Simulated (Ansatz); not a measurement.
The starting structures come from a database of crystals and need not be the phases stable at ambient conditions.

Inside the gap of an insulator the Bloch states are evanescent, with a wavenumber k + iκ along the transport direction.

Data:

```xyz
14
Lattice="8.0509 0.0000 0.0000 -4.0255 6.9723 0.0000 0.0000 0.0000 3.0835" Properties=species:S:1:pos:R:3 pbc="T T T"
Ge     3.7653     4.1393     2.3126
Ge     0.2602     2.8331     0.7709
Ge    -1.7020     5.3305     0.7709
Ge     5.7275     1.6418     2.3126
Ge     2.5836     1.1912     2.3126
Ge     1.4419     5.7811     0.7709
N      4.0255     2.3241     2.3126
N      0.0000     4.6482     0.7709
N     -2.5858     4.8591     2.3126
N      6.6112     2.1132     0.7709
N      2.5500     0.1902     0.7709
N      1.4755     6.7821     2.3126
N      1.1103     2.3034     2.3126
N      2.9152     4.6689     0.7709
```

Space group of this cell: P6_3/m. The cell is taken as given; by PBEsol its mean pressure is 0.5 GPa.

Transport runs along the normal of the first two printed cell vectors, the (001) plane of the conventional cell.

The gap is the functional's own. No spin-orbit coupling. Mid-gap values are interpolated on the energy grid.

Task: Estimate the band gap and the smallest decay constant κ at mid-gap that PBEsol run with Ansatz (an electronic-structure program) returns for this system.

Result: Gap 2.12 eV on a 6×6×10 mesh; κ = 0.193 1/Å, at the zone centre.
